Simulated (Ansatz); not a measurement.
The reference is HgSe in the zinc blende structure (space group F-43m, No. 216).

```cif
data_Hg4Se4
_chemical_formula_sum 'Hg4 Se4'
_space_group_name_H-M_alt 'F-43m'
_space_group_IT_number 216
_space_group_name_Hall 'F -4 2 3'
_cell_length_a 6.13278
_cell_length_b 6.13278
_cell_length_c 6.13278
_cell_angle_alpha 90.000
_cell_angle_beta 90.000
_cell_angle_gamma 90.000
loop_
_atom_site_label
_atom_site_type_symbol
_atom_site_symmetry_multiplicity
_atom_site_Wyckoff_symbol
_atom_site_fract_x
_atom_site_fract_y
_atom_site_fract_z
_atom_site_occupancy
Hg1 Hg 4 a 0.00000 0.00000 0.00000 1
Se1 Se 4 d 0.75000 0.75000 0.75000 1
```
(The calculation used a cell of 2 atoms; values per cell refer to that cell.)

Calculations: Ansatz (a quantum-chemistry and plane-wave program), PBEsol, PAW, cutoff 420 eV, no spin-orbit coupling.

One change was made to it. Results:

| quantity | base | after |
|---|---|---|
| volume per atom | 28.83 Å³ | 24.00 Å³ |
| band gap | zero | zero |

Problem. Name the change that was made.
A. pressure −1 GPa
B. pressure 15 GPa
C. pressure 4.5 GPa

Solution. B, pressure 15 GPa. For comparison, the volume per atom in the other runs: pressure 4.5 GPa gives 26.82 Å³; pressure −1 GPa gives 29.44 Å³.

A case with no gap was solved on a k-mesh chosen for an insulator, which is coarse for it. Spin-orbit coupling, missing from the scalar runs, can matter with Hg. Load acts through the strain it causes; cell and atoms are relaxed under it. No phonon test of stability was made. Tetrahedral semiconductors of this kind turn to denser phases somewhere between about 1 and 50 GPa; those were not computed, so compressed cells here can lie past the real transition. The final runs are not spin-polarised. The zero or small gap of HgSe can change with the level of theory.
